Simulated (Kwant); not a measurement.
Device: quantum point contact (saddle potential) in a GaN two-dimensional gas. Effective mass 0.22 mₑ, grid spacing 8.3 nm, hard walls, nominal width 200 nm (25 grid rows, so walls 215.8 nm apart), one parabolic valley, scattering region 600 nm long along x; energies count from the band bottom; Fermi energy 0.000779 eV. Potential (V0 + ½k y²) cos²(πx/L) for |x| < L/2, with V0 swept from 0.00081795 to 0 eV, k = 5.6e-07 eV/nm², L = 430 nm.

Constants are typed, rounded textbook-type inputs, not results; the design itself was drawn at random and stands for no fabricated device.

Kwant, effective-mass tight-binding model on a square grid, one spin, coherent transport at 0 K. Conductance is in e²/h.

Question: Compare with the saddle-point formula G = Σ 1/(1 + exp(−2π(E − V0 − ħωy(n + ½))/ħωx)), taking ħωy = ħ√(k/m) and ħωx from the curvature along x of V0 plus half of the mode's confinement energy.

Answer: ħωy = 0.440 meV; at V0 = 0.664 meV the lowest mode has ħωx = 0.169 meV.

```
V0 (meV)  formula  simulation
--------  -------  ----------
0.771     0.00063     0.00056
0.664       0.020       0.020
0.557        0.52        0.54
0.450        0.99        0.99
0.344        1.00        1.00
0.237        1.01        1.01
```

The formula takes a parabolic saddle in the continuum; the run has the full potential on a grid.
